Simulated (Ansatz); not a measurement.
Consider ZnAu in the CsCl type structure (space group Pm-3m, No. 221; a = 3.187 Å; relaxed with 0.1 eV smearing).

Level of theory: Kohn–Sham DFT with the PBE functional, run in Ansatz (a quantum-chemistry and plane-wave program) with PAW and 420 eV plane waves, no spin-orbit coupling.

Base values:

| Quantity | Value |
|---|---|
| Pressure | 0.0 GPa |

The change: the cell is scaled by 1.0050 in all directions; the atoms relax in the strained cell.

Q: How does this affect the pressure and energy relative to the base?

A: The pressure goes from zero to -1.7 GPa; the energy goes up by 1.3 meV/atom.

Whether these cells are dynamically stable was not tested.
